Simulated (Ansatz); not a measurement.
Abridged Ansatz (a program for electronic structure) output:

```
Relaxation: its limit of steps is 50 (relax.max_steps)
Pseudopotential: Se, paw, valence charge 16
Pseudopotential: Pb, paw, valence charge 14
Crystal: 2 atoms, lattice volume = 58.941 Å³
Basis set: ecut = 500 eV, 1459 PW (Γ), exchange–correlation on 128×128×128 points (64 copies of the dense FFT grid, shifted against one another)
Bands: 19, of which v1, the nominal top of the filled ones, is band 15 counted from 1 (14 counted from 0)
Symmetry: 16 space group operations
k-points: 75 of 729
Functional: x = r2scan, c = r2scan; τ floored in thin density (d = 2e-4 eV/Å³)
SCF iter   1: F=—  HF=-17402.480872 eV  |F-HF|=—  |Δ(HF+E_count)|=         —  Δρ=2.47e-2  dr2=5.90e-1  dr2_τ=9.53e-3  ethr=1.97e-3  ⟨swp⟩=1.0  Hψ=9187  notcnv=0
SCF iter   2: F=—  HF=-17402.400180 eV  |F-HF|=—  |Δ(HF+E_count)|=   8.07e-2  Δρ=1.06e-2  dr2=5.94e-2  dr2_τ=6.50e-3  ethr=1.97e-3  ⟨swp⟩=2.9  Hψ=2271  notcnv=0
SCF 1 converged in 7 iterations: F = -17402.404202 eV  dr2 = 8.64e-8
relax step   1: F+E_penalty+E_count = -17402.40420186 eV  Δ(F+E_penalty+E_count) = +0.000e0 eV  max|allowed force component| = 1.479e-30 eV/Å  Δτ_max = 0.0000 Å  P = -0.008 GPa  Ω = 58.941 Å³  (7 SCF iters, dr2 threshold 1.00e-7 eV, accepted)
[... steps on the carried basis left out ...]
relax step   5: F+E_penalty+E_count = -17402.40262407 eV  Δ(F+E_penalty+E_count) = -2.323e-5 eV  max|allowed force component| = 2.367e-29 eV/Å  Δτ_max = 0.0000 Å  P = -0.333 GPa  Ω = 59.334 Å³  stress off target by 7.94e-4 GPa  SCF on the basis re-selected at this cell (its energy is not comparable with the rows above)  (5 SCF iters)
SCF converged after 5 iterations
Free energy (F): -17402.402624 eV
Internal energy: -17402.402623 eV  (E = F + TS)
E sigma→0 (E₀):  -17402.402623 eV
Entropy (-TS):   -0.000001 eV (-0.001 meV/atom)
Fermi energy:    8.598596 eV
--- Forces (eV/Å), atoms counted from 1 ---
  atom   1  Se    -0.00000000     0.00000000     0.00000000
  atom   2  Pb     0.00000000    -0.00000000     0.00000000
--- Stress (GPa, compression-positive) ---
       -0.999206       0.000000      -0.000000
        0.000000       0.000510       0.000000
       -0.000000      -0.000000       0.000510
  P = ⅓ Tr σ = -0.3327 GPa (-3.327 kbar)
--- Relaxed structure (4 steps of the walk, 4 accepted, 1 SCFs on fresh bases) ---
  cell:  # Å, volume = 59.3344 Å³
    - [-1.1770396536712266e-32, 3.086233453304015, 3.086233453304015]
    - [3.114721815870553, -1.1923169156243242e-32, 3.086233453304015]
    - [3.114721815870553, 3.086233453304015, 1.5277542099585424e-34]
  atoms:
    - { symbol: Se, position: [-9.672181785223873e-37, 9.519957603678482e-37, -9.519957603678482e-37] }
    - { symbol: Pb, position: [0.5, 0.5, 0.5] }
```

Question: What was computed, and what are the main results?

Answer: PbSe, 2 atoms in the cell, with r2SCAN/PAW in Ansatz, spin-orbit coupling left out, earlier PAW set, from a series relaxed to a target (uniaxial stress, 1 GPa tension along x). The last SCF converged to F = -17402.402624 eV, or -8701.2013 eV per atom. The total energy compares only with runs of the same code, potentials and settings.

With Pb present, leaving out spin-orbit coupling can change the band edges. Load acts through the strain it causes; cell and atoms are relaxed under it. Beyond what the load breaks, stability against distortions was not tested. The cell was made from PbSe in the rock salt structure (space group Fm-3m, No. 225) by this change: uniaxial stress, 1 GPa tension along x.

Keys are those of Ansatz 0.2.
